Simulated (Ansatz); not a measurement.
The parent structure is La2O3 (space group P-3m1, No. 164; a = 3.906 Å, c = 6.040 Å).

The other end (x = 1) is La2S3 (space group P-3m1, No. 164; a hypothetical phase, not in the database extracts checked): 25.55 Å³/atom, gap 2.11 eV; this end may not be an ambient phase.

All numbers come from Ansatz (a first-principles code), PBEsol, PAW, cutoff 420 eV, scalar-relativistic without spin-orbit coupling.

S replaces a fraction x of O; each row is one arrangement (x, atoms in the cell, starting space group or random), fully relaxed.

One change was made to it. Results:

The gap character (in this cell's own zone, which can be folded) comes out as indirect, A → Γ; the deviation of the volume from the linear (Vegard-type) interpolation is +3.0 %.

Task: Which of these changes matches the shifts?
(A) x(S) = 0.5, 10 atoms, P2/m
(B) x(S) = 0.833, 10 atoms, C2/m
(C) x(S) = 0.5, 10 atoms, P-3m1

Result: B, x(S) = 0.833, 10 atoms, C2/m. For comparison, the gap character in the other runs: x(S) = 0.5, 10 atoms, P2/m gives indirect, A → Γ–Z (67 % along); x(S) = 0.5, 10 atoms, P-3m1 gives indirect, A–L (57 % along) → M.

Each cell is one ordered arrangement of few atoms, which overstates ordering effects compared with a random alloy. Stability against distortions was not tested. Under x(S) = 0.833, 10 atoms, C2/m and x(S) = 0.5, 10 atoms, P-3m1 the cell changed shape so far that it is another structure. Labels are those of the standard path for the cell's own space group.
